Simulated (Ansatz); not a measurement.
Results of r²SCAN in Ansatz (plane waves, PAW) for Ni3CuN (Pm-3m, No. 221, 5 atoms in the cell; start mp-1017556).

Run with plane-wave cutoff 560 eV, 16×16×16 k mesh, Fermi–Dirac smearing 0.05 eV, spin-polarised start, scalar-relativistic PAW data made under PBE.

Cell (relaxed at this level):

```xyz
5
Lattice="3.7013 0.0000 0.0000 0.0000 3.7013 0.0000 0.0000 0.0000 3.7013" Properties=species:S:1:pos:R:3 pbc="T T T"
Cu     0.0000     0.0000     0.0000
Ni     0.0000     1.8506     1.8506
Ni     1.8506     0.0000     1.8506
Ni     1.8506     1.8506     0.0000
N      1.8506     1.8506     1.8506
```

Q: Estimate the bulk modulus that the calculation returns.

A: 
- bulk modulus = 219 GPa

The run finds no gap.

Note: the magnetic order was assumed, not searched for or taken from measurement; the bulk modulus is −V dP/dV from two relaxed cells at ±2 % in volume; the relaxation could not lower the start's symmetry, so the cell can be a saddle point above a distorted one.

The computed numbers hold no vibrational or temperature effects.

The result took very roughly 7 core-minutes.

A start named mp-… is a Materials Project structure, which need not be a measured phase.

Ansatz is a quantum-chemistry and plane-wave program.
